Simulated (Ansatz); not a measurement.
Results of LDA in Ansatz (plane waves, PAW) for HfCl4 (P2/c, No. 13).

Settings: plane-wave cutoff 500 eV, 8×6×8 k mesh (along the axes of the cell as run), gaussian smearing 0.02 eV, scalar-relativistic PAW data made under PBE.

Cell (relaxed at this level):

```xyz
10
Lattice="6.1251 0.0000 -0.0639 0.0000 7.1361 0.0000 -1.9116 0.0000 5.7295" Properties=species:S:1:pos:R:3 pbc="T T T"
Hf     1.6289     4.7547     4.2652
Hf     2.5847     2.3814     1.4004
Cl     0.6705     2.7789     2.8732
Cl     3.5431     4.3571     2.7924
Cl     2.5873     2.7789     5.6572
Cl     1.6263     4.3571     0.0084
Cl     1.4407     0.9245     0.0553
Cl     2.7729     6.2116     5.6103
Cl     3.7287     0.9245     2.7455
Cl     0.4849     6.2116     2.9201
```

### Question
What does this level give for the band gap?

### Answer

- band gap = 3.66 eV (on the SCF k mesh)

Note: the volume lies 9 % below that of the published cell.

Spin–orbit coupling is not included.

Computing time: very roughly 40 core-minutes.

Ansatz is a program for electronic structure.
